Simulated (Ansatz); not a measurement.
## Hf₃Ge (model structure, started from the D03 type, Fm-3m, No. 225, 4 atoms in the cell): properties by level of theory

```json
[
 {"level (code)": "PBE (Ansatz)", "lattice parameter a (Å)": "6.841", "formation enthalpy (eV/atom)": "0.011"},
 {"level (code)": "PBEsol (Ansatz)", "lattice parameter a (Å)": "…", "formation enthalpy (eV/atom)": "-0.054"},
 {"level (code)": "PBE-D3(BJ) (Ansatz)", "lattice parameter a (Å)": "…", "formation enthalpy (eV/atom)": "-0.044"}
]
```

### Question
Complete the blanks.

### Answer

- PBEsol (Ansatz, a program for electronic structure), lattice parameter a (Å): 6.740
- PBE-D3(BJ) (Ansatz), lattice parameter a (Å): 6.762

Ansatz's density-functional and Hartree–Fock values are scalar-relativistic unless marked +SOC, with PAW data made under PBE.

Static lattice: no zero-point or thermal effects.

A model structure was made by putting elements into a prototype or built by hand; it is no filed structure, need not be a known phase, and can be a saddle point held by its symmetry.
